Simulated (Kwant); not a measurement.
Device: wire with a side stub in a CdTe two-dimensional gas. Effective mass 0.096 mₑ, grid spacing 3.3 nm, hard walls, nominal width 120 nm (37 grid rows, so walls 125.4 nm apart), one parabolic valley, scattering region 300 nm long along x; energies count from the band bottom; Fermi energy swept from 0.00031336 to 0.0037211 eV. Closed stub on one side, 100 nm wide and 170 nm deep.

The device is made up for the run: typed textbook-type constants, with dimensions and the other settings drawn at random.

Computed with Kwant: effective-mass tight-binding model on a square grid, one spin, coherent transport at 0 K. Conductance is in e²/h.

### Question
How many channels do the leads carry at E = 1.69, 2.86, 3.55 meV?

### Answer
The hard-wall thresholds are n² ħ²π²/(2mW²) = n² × 0.249 meV with W = 125.4 nm. √(1.69/0.249) = 2.60, so 2. √(2.86/0.249) = 3.39, so 3. √(3.55/0.249) = 3.77, so 3.
